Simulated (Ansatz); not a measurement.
A self-consistent single point of BW2 (I4, 6 atoms in the cell) with Ansatz (a quantum-chemistry and plane-wave program).

Method: PBEsol, default PAW files made with PBE (plane waves; Ansatz).

```xyz
6
Lattice="-2.7697 2.7697 2.3710 2.7697 -2.7697 2.3710 2.7697 2.7697 -2.3710" Properties=species:S:1:pos:R:3 pbc="T T T"
B      0.0000     0.0000     1.2355
B      0.0000     0.0000     3.5565
W      1.8263     0.9434     2.3710
W      0.9434     1.8263     0.0000
W     -0.9434     1.8263     2.3710
W      3.7131     0.9434     0.0000
```

Reference input (self-consistent single point, DFT, PBEsol, plane waves, default PAW files made with PBE): basis.ecutwfc = 30.9 Ry; kpoints.mp_grid.grid = 8 8 8; hamiltonian.xc = pbesol; hamiltonian.pseudopotentials = {kind: paw} (the program's default PAW files); scf.occupations.method = gaussian; scf.occupations.width = 0.0073 Ry. This run's input differs from it in these lines:

Ansatz 0.2 input:
```diff
@@ -16,3 +16,3 @@
   mp_grid:
-    grid: [8, 8, 8]
+    grid: [13, 13, 13]
 hamiltonian:
@@ -23,3 +23,3 @@
   occupations:
-    method: gaussian
+    method: fermi_dirac
     width: 0.0073 Ry
```

Output, abridged:

```
SCF iter   1: F=—  HF=-41333.457912 eV  |F-HF|=—  |Δ(HF+E_count)|=         —  Δρ=5.56e-3  dr2=2.06e-2  ethr=1.77e-3  ⟨swp⟩=5.6  Hψ=45305  notcnv=0
all-band conjugate gradients solve this SCF's bands
preconditioner: auto → Kerker (q_TF=auto, 2.657 Å⁻¹)
SCF iter   2: F=—  HF=-41333.454509 eV  |F-HF|=—  |Δ(HF+E_count)|=   3.40e-3  Δρ=3.12e-3  dr2=6.09e-3  ethr=3.31e-5  ⟨swp⟩=1.0  Hψ=13849  notcnv=0
SCF iter   3: F=—  HF=-41333.453254 eV  |F-HF|=—  |Δ(HF+E_count)|=   1.25e-3  Δρ=3.10e-4  dr2=4.22e-5  ethr=9.82e-6  ⟨swp⟩=2.0  Hψ=15459  notcnv=0
SCF iter   4: F=—  HF=-41333.453249 eV  |F-HF|=—  |Δ(HF+E_count)|=   5.68e-6  Δρ=4.45e-5  dr2=1.16e-6  ethr=6.80e-8  ⟨swp⟩=2.0  Hψ=16135  notcnv=0
iter 5 did not close the SCF: its close was put off for the readings that it lacked (scf_convergence_deferred on its scf_iter line)
SCF iter   5: F=-41333.453249 eV  HF=-41333.453249 eV  |F-HF|=1.19e-8  |Δ(HF+E_count)|=   1.95e-7  Δρ=7.45e-6  dr2=2.91e-8  ethr=1.88e-9  ⟨swp⟩=2.0  Hψ=15924  notcnv=0
SCF iter   6: F=-41333.453249 eV  HF=-41333.453249 eV  |F-HF|=7.28e-11  |Δ(HF+E_count)|=   8.00e-9  Δρ=7.35e-7  dr2=2.38e-10  ethr=4.69e-11  ⟨swp⟩=3.2  Hψ=40054  notcnv=0
SCF 1 converged in 6 iterations: F = -41333.453249 eV  dr2 = 2.38e-10
Free energy (F): -41333.453249 eV
Internal energy: -41333.344008 eV  (E = F + TS)
E sigma→0 (E₀):  -41333.398628 eV
Entropy (-TS):   -0.109241 eV (-18.207 meV/atom)
Fermi energy:    21.862457 eV
--- Forces (eV/Å), atoms counted from 1 ---
  atom   1  B      0.00000000    -0.00000000    -0.26545042
  atom   2  B     -0.00000000     0.00000000    -0.06094949
  atom   3  W      0.18089033     0.05955379     0.08159973
  atom   4  W     -0.18089033    -0.05955379     0.08159973
  atom   5  W     -0.05955379     0.18089033     0.08159973
  atom   6  W      0.05955379    -0.18089033     0.08159973
--- Stress (GPa, compression-positive) ---
        0.256370       0.000000       0.000000
       -0.000000       0.256370       0.000000
        0.000000       0.000000       0.830678
  P = ⅓ Tr σ = 0.4478 GPa (4.478 kbar)
  The stress holds the Pulay correction. Without it, at fixed plane waves, as pw.x and ABINIT print it: P = 0.3397 GPa
```

The run converged in 6 iterations. Against the reference run the free energy goes down by 9.0 meV/atom, the pressure moves little (0.44 to 0.45 GPa) and the largest force moves little (0.263 to 0.265 eV/Å).

The starting cell comes from a database of computed structures (which also holds hypothetical and non-ambient phases and stackings), without a prior relaxation at this level. Its lattice was rescaled by up to half a per cent. One atom was moved a little off its site on purpose. Spin polarisation is off. Ansatz's pressure includes its estimate of the finite-basis (Pulay) stress.

Cost on one core of a shared machine: roughly 50 s.
